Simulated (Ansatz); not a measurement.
## GaAs in the rock salt structure (space group Fm-3m, No. 225; a hypothetical phase, not in the database extracts checked)

```cif
data_As4Ga4
_chemical_formula_sum 'As4 Ga4'
_space_group_name_H-M_alt 'Fm-3m'
_space_group_IT_number 225
_space_group_name_Hall '-F 4 2 3'
_cell_length_a 5.39190
_cell_length_b 5.39190
_cell_length_c 5.39190
_cell_angle_alpha 90.000
_cell_angle_beta 90.000
_cell_angle_gamma 90.000
loop_
_atom_site_label
_atom_site_type_symbol
_atom_site_symmetry_multiplicity
_atom_site_Wyckoff_symbol
_atom_site_fract_x
_atom_site_fract_y
_atom_site_fract_z
_atom_site_occupancy
As1 As 4 a 0.00000 0.00000 0.00000 1
Ga1 Ga 4 b 0.50000 0.50000 0.50000 1
```
(The calculation used a cell of 2 atoms; values per cell refer to that cell.)

Method: PBE/PAW in Ansatz (a first-principles code), no spin-orbit coupling. Γ-centred 15×15×15 mesh, Fermi–Dirac width 0.05 eV.

```yaml
volume_per_atom: 19.59 Å³
density: 6.13 g/cm³
band_gap: zero
total_energy: -4319.603 eV/atom (σ→0; compares only within this code and set-up)
```

Stability against distortions was not tested. The final runs are not spin-polarised.
